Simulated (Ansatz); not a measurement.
A (14,14) carbon nanotube has 56 atoms in a period of 2.466 Å, a mean diameter of 19.06 Å, and lies 21 meV/atom over the flat sheet relaxed at the same level.

These are PBE (plane waves to 420 eV, PAW; Ansatz, an electronic-structure program) values and carry that method's errors. Mesh 1×1×30. No spin polarisation. One-dimensional cell, images about 11 Å apart. An idealised model, rolled from the flat sheet. Only distortions within the start's symmetry and period were free.

Q: Which bending rigidity of the sheet does this imply in the thin-plate picture?

A: A plate bent to radius R stores D/(2R²) an area. The area an atom is π × 19.06 × 2.466/56 = 2.64 Å², so the stored energy is 0.021/2.64 = 0.0080 eV/Å². With R = 9.530 Å, D = 2R² × 0.0080 = 1.5 eV.
